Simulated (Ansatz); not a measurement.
An Ansatz (an electronic-structure program) input (r2SCAN/PAW in Ansatz, no spin-orbit coupling, earlier PAW set):

Ansatz 0.2 input:
```yaml
crystal:
  lattice:
    - [-0.9009611895, 0.9009611895, 0.9009611895]
    - [0.9009611895, -0.9009611895, 0.9009611895]
    - [0.9009611895, 0.9009611895, -0.9009611895]
  atoms:
    - { symbol: H, position: [0, 0, 0] }
basis: { ecutwfc: 500, ecutrho_ratio: 4, xc_grid: 4, fft_grid_basis: typed }
kpoints: { mp_grid: { grid: [36, 36, 36] } }
hamiltonian:
  xc: r2scan
  dispersion: none
  pseudopotentials: { azcp: { folder: ./paw }, kind: paw }
scf: { occupations: { method: fermi_dirac, width: 0.05 }, convergence: { dr2_threshold: 0.0000000001 } }
output: { forces: true, stress: true }
checkpoint: { write: state.ck, write_every: 1000 }
```

### Question
Which symmetry and how many k-points will the program report, and about how many plane waves at Γ?

### Answer
Space group Im-3m (ITA 229) with 48 operations, k-points 1240 of 46656, and 79 plane waves at Γ.

No phonon test of stability was made. The cell was made from Li by this change: Li → H; the result is a model cell.
